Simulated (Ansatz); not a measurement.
What isotropic strain −1.37 % does to HfO2

Take HfO2 in the fluorite structure (space group Fm-3m, No. 225; a = 5.098 Å) as the base.

The change: the cell is scaled by 0.9863 in all directions, atoms relaxed at fixed cell.

All numbers come from PBE (Ansatz, a first-principles code), no SOC, earlier PAW set. k-mesh 11×11×11 (Γ-centred); smearing 0.05 eV (Fermi–Dirac).

The volume per atom drops by 0.45 Å³ to 10.59 Å³ and the space group is still Fm-3m (No. 225). The shortest interatomic distance drops by 0.0302 Å (2.208 Å → 2.177 Å) and the energy increases by 15 meV/atom. The pressure goes from zero to 11.11 GPa and the band gap increases by 0.10 eV (3.75 eV → 3.85 eV). The gap character stays direct at X and the mean gap deformation potential ΔEg/Δln V comes out as -2.5 eV. The width of the top valence band rises by 0.05 eV, from 1.82 eV to 1.87 eV and the electron mass goes from 1.2 mₑ along k, 0.74 mₑ across (at X) to 1.2 mₑ along k, 0.72 mₑ across (at X).

Final structure:

```xyz
3
Lattice="0.0000 2.5141 2.5141 2.5141 0.0000 2.5141 2.5141 2.5141 0.0000" Properties=species:S:1:pos:R:3 pbc="T T T"
Hf     0.0000     0.0000     0.0000
O      1.2571     1.2571     1.2571
O      3.7712     3.7712     3.7712
```

Spin-orbit coupling, missing from the scalar runs, can matter with Hf. Effective masses come from finite differences of ±0.01 Å⁻¹. Along k means along the line from Γ to the band edge. Whether these cells are dynamically stable was not tested. This is not the structure that HfO2 has at room temperature and ambient pressure.
